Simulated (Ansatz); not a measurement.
The starting structures come from a database of crystals and need not be the phases stable at ambient conditions.

Where the default PAW files enter, the runs use the earlier of Ansatz's two default sets.

The decay constant κ of evanescent states in the gap governs leakage through a thin film.

Consider the following.

```yaml
crystal:
  lattice:
    - [3.24090, 0.00000, 0.00000]
    - [0.00000, 4.78800, 0.00000]
    - [0.00000, 0.00000, 4.86658]
  atoms:
    - { symbol: Sn, position: [0.50000, 0.50000, 0.50000] }
    - { symbol: Sn, position: [0.00000, 0.00000, 0.00000] }
    - { symbol: O, position: [0.00000, 0.70815, 0.32104] }
    - { symbol: O, position: [0.00000, 0.29185, 0.67896] }
    - { symbol: O, position: [0.50000, 0.20815, 0.17896] }
    - { symbol: O, position: [0.50000, 0.79185, 0.82104] }
```

Space group of this cell: Pnnm. The cell is taken as given; by r2SCAN its mean pressure is -8.3 GPa.

Transport runs along the normal of the first two printed cell vectors.

The gap is the functional's own, uncorrected, and κ follows it; spin-orbit coupling is left out. Mid-gap means the computed energy nearest the middle.

Q: Give the band gap and the smallest decay constant κ at mid-gap that r2SCAN run with Ansatz (a quantum-chemistry and plane-wave program) yields.

A: Gap 1.41 eV on a 10×6×6 mesh; κ = 0.165 1/Å, at the zone centre.
